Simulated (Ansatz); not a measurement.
# Ag: biaxial strain +0.42 %, plane normal [111], relaxed out of plane

Start from Ag in the fcc (Cu type) structure (space group Fm-3m, No. 225; a = 4.104 Å; relaxed with 0.1 eV smearing). Axes: x, y, z lie along the cube axes.

Modification: biaxial strain +0.42 %, plane normal [111], relaxed out of plane (Cartesian); in-plane vectors clamped, the third vector and the atoms free.

All numbers come from r2SCAN (Ansatz, a first-principles code; PAW; 500 eV plane waves; no spin-orbit coupling). k-mesh 28×28×28 (Γ-centred); smearing 0.1 eV (Fermi–Dirac).

| quantity | base | changed | shift |
|---|---|---|---|
| volume per atom | 17.28 Å³ | 17.37 Å³ | +0.081 Å³ |
| space group | Fm-3m (No. 225) | R-3m (No. 166) | – |
| shortest interatomic distance | 2.902 Å | 2.899 Å | -0.003 Å |
| energy relative to the base (free energy F) | 0 meV/atom | +0.3 meV/atom | +0.3 meV/atom |
| pressure (mean of the normal stresses, compression positive) | 0.0 GPa | -0.5 GPa | -0.5 GPa |
| band gap | zero | zero | – |
| out-of-plane strain | – | -0.37 % | – |
| mean in-plane stress (compression positive) | – | -0.7 GPa | – |

Final structure (turned so that z lies along the plane normal):

```yaml
crystal:
  lattice:
    - [2.91436, 0.00000, 0.00000]
    - [1.45718, 2.52391, 0.00000]
    - [1.45718, -0.84130, 2.36081]
  atoms:
    - { symbol: Ag, position: [0.00000, 0.00000, 0.00000] }
```

Cost of the whole job for the changed cell (relaxation, final SCF and bands): about 2.7 core-minutes (a rough figure).

No phonon test of stability was made.
